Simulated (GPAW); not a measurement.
GPAW run on OsRu₃ (P1, 8 atoms in the cell): self-consistent single point.

Method of the run: PBEsol, GPAW PAW datasets PBEsol (made by gpaw-setup) (plane waves; GPAW).

The change in words: atoms moved at random. Reference geometry:
```yaml
crystal:
  lattice:
    - [5.43042, 0.00000, 0.00000]
    - [-2.71521, 4.70288, 0.00000]
    - [0.00000, 0.00000, 4.29098]
  atoms:
    - { symbol: Ru, position: [0.83256, 0.16744, 0.75000] }
    - { symbol: Ru, position: [0.16744, 0.83256, 0.25000] }
    - { symbol: Ru, position: [0.66512, 0.83256, 0.25000] }
    - { symbol: Ru, position: [0.33488, 0.16744, 0.75000] }
    - { symbol: Ru, position: [0.83256, 0.66512, 0.75000] }
    - { symbol: Ru, position: [0.16744, 0.33488, 0.25000] }
    - { symbol: Os, position: [0.66667, 0.33333, 0.25000] }
    - { symbol: Os, position: [0.33333, 0.66667, 0.75000] }
```

Reference input (self-consistent single point, DFT PBEsol, plane waves, GPAW PAW datasets PBEsol (made by gpaw-setup)): mode = pw; ecut = 600 eV; xc = PBEsol; kpts = 4 4 5; mesh shift (steps) = 0 0 0; occupations.name = fermi-dirac; occupations.width = 0.136 eV; nbands = -12; symmetry.symmorphic = false; symmetry.tolerance = 0.0005; maxiter = 120. This run's input differs from it in these lines:

```diff
@@ -8,10 +8,10 @@
                     [0.000000, 0.000000, 4.290980]],
-              scaled_positions=[[0.832560, 0.167440, 0.750000],
-                                [0.167440, 0.832560, 0.250000],
-                                [0.665120, 0.832560, 0.250000],
-                                [0.334880, 0.167440, 0.750000],
-                                [0.832560, 0.665120, 0.750000],
-                                [0.167440, 0.334880, 0.250000],
-                                [0.666667, 0.333333, 0.250000],
-                                [0.333333, 0.666667, 0.750000]],
+              scaled_positions=[[0.794565, 0.156912, 0.753324],
+                                [0.184865, 0.848536, 0.255959],
+                                [0.656900, 0.818803, 0.259349],
+                                [0.348142, 0.170042, 0.754495],
+                                [0.835543, 0.660141, 0.748400],
+                                [0.179532, 0.348791, 0.252953],
+                                [0.661484, 0.332564, 0.240296],
+                                [0.338968, 0.664212, 0.735224]],
               pbc=True)
```

Output, abridged:

```
     iter     time        total  log10-change:
                         energy   eigst   dens
iter:   1 --:--:--   -93.496719
iter:   2 --:--:--   -91.304163   -0.95  -1.27
iter:   3 --:--:--   -88.513108   -1.07  -1.32
iter:   4 --:--:--   -87.480491   -1.49  -1.44
iter:   5 --:--:--   -86.553859   -0.91  -1.57
iter:   6 --:--:--   -86.377332   -2.04  -2.07
iter:   7 --:--:--   -86.350741   -2.58  -2.31
iter:   8 --:--:--   -86.344729c  -2.95  -2.49
iter:   9 --:--:--   -86.339324c  -3.74  -2.65
iter:  10 --:--:--   -86.338606c  -3.80  -2.83
iter:  11 --:--:--   -86.338373c  -3.99  -3.00
iter:  12 --:--:--   -86.339032c  -4.63  -3.20
   [... 2 lines left out ...]
iter:  15 --:--:--   -86.338835c  -5.19  -3.38
iter:  16 --:--:--   -86.338461c  -5.34  -3.50
iter:  17 --:--:--   -86.338119c  -4.99  -3.66
iter:  18 --:--:--   -86.338108c  -5.84  -3.95
iter:  19 --:--:--   -86.338108c  -6.85  -4.29c
iter:  20 --:--:--   -86.338118c  -6.83  -4.34c
iter:  21 --:--:--   -86.338115c  -7.19  -4.50c
iter:  22 --:--:--   -86.338107c  -6.91  -4.65c
iter:  23 --:--:--   -86.338109c  -7.93c -4.68c
Converged after 23 iterations.

Dipole moment: (0.069637, -0.207325, -0.082398) |e|*Ang

Energy contributions relative to reference atoms: (reference = -1676671.685023)

Kinetic:        -19.220019
Potential:       -4.468879
External:        +0.000000
XC:             -60.854296
Entropy (-ST):   -0.298331
Local:           -1.645750
SIC:             +0.000000
--------------------------
Free energy:    -86.487275
Extrapolated:   -86.338109

Showing only first 2 kpts
 Kpt  Band  Eigenvalues  Occupancy
  0    60     14.86214    0.00127
  0    61     14.88999    0.00103
  0    62     15.17994    0.00012
  0    63     15.24316    0.00008

  1    60     14.05610    0.38407
  1    61     14.68193    0.00476
  1    62     15.01824    0.00040
  1    63     15.18273    0.00012

Fermi level: 13.86069

No gap
   [... lines left out ...]
  2 Ru    0.56270    1.01512   -0.88673
  3 Ru   -1.93634    0.04862   -0.33696
  4 Ru   -0.09817    0.60807    0.15020
  5 Ru   -1.01100   -1.36551   -0.42649
  6 Os    0.46506    0.37441    0.84862
  7 Os   -0.66591   -0.14005    1.31262

Stress tensor:
     0.012666    -0.005601     0.003319
    -0.005601     0.022164    -0.004066
     0.003319    -0.004066     0.016121
Stress (GPa, Voigt): [ 2.0294  3.5511  2.5829 -0.6514  0.5317 -0.8974]
```

The run converged in 23 iterations. GPAW prints stress with tension positive. Against the reference run the free energy goes up by 74.0 meV/atom, the pressure goes from -7.40 to -2.72 GPa and the largest force goes from 0.038 to 3.344 eV/Å.

The starting cell comes from a database of computed structures (which also holds hypothetical and non-ambient phases and stackings), without a prior relaxation at this level. For this run, on top of that: atoms moved at random. Spin polarisation is off. Forces in this geometry exceed 1 eV/Å.

Cost on one core of a shared machine: roughly 4 min.
